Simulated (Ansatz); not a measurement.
SiC, pressure series

The parent structure is SiC in the wurtzite structure (space group P6_3mc, No. 186; a = 3.075 Å, c = 5.049 Å).

Cell and atoms are relaxed at each pressure.

Method: Kohn–Sham DFT with the r2SCAN functional, run in Ansatz (a first-principles code) with PAW and 500 eV plane waves, without spin-orbit coupling, earlier PAW set.

```
case              smallest direct gap  band gap  lattice parameter a
----------------  -------------------  --------  -------------------
base                          4.48 eV   2.65 eV              3.075 Å
pressure −2 GPa               4.46 eV   2.66 eV              3.085 Å
pressure −1 GPa               4.47 eV   2.66 eV              3.080 Å
pressure 3 GPa                4.51 eV   2.63 eV              3.062 Å
pressure 7 GPa                4.54 eV   2.61 eV              3.046 Å
pressure 15 GPa               4.61 eV   2.56 eV              3.016 Å
pressure 30 GPa               4.72 eV   2.49 eV              2.969 Å
pressure 50 GPa               4.84 eV   2.41 eV              2.917 Å
pressure 75 GPa               4.97 eV   2.32 eV              2.863 Å
pressure 100 GPa              5.09 eV   2.25 eV              2.819 Å
```

Load acts through the strain it causes; cell and atoms are relaxed under it. Stability against distortions was not tested. Competing high-pressure phases were not computed.
